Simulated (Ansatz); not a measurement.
## A computed series for YN: pressure series

Take YN in the rock salt structure (space group Fm-3m, No. 225; a = 4.906 Å) as the base.

Cell and atoms are relaxed at each pressure.

Level of theory: plane-wave PAW DFT at the PBE level (Ansatz, a quantum-chemistry and plane-wave program, 420 eV), scalar-relativistic without spin-orbit coupling.

```tsv
P (GPa)	V (Å³/atom)
-1.99	14.949
-0.99	14.852
0.29	14.732
0.69	14.695
1.50	14.623
3.00	14.494
5.00	14.330
7.50	14.137
10.00	13.957
```

A third-order Birch–Murnaghan fit to these points gives V₀ = 14.76 Å³/atom, B₀ = 159 GPa and B₀′ = 4.2. At pressure 10 GPa the volume is 94.6 % of V₀.

Between the base and pressure 10 GPa the gap moves from 0.21 eV to 0.11 eV, a mean slope of -10.0 meV/GPa.

Load acts through the strain it causes; cell and atoms are relaxed under it. Stability against distortions was not tested. No other phases were tried under pressure. The base started in P3_121 and relaxed to Fm-3m at this level. A zero or small gap of YN can be the functional's error rather than a property of the material.
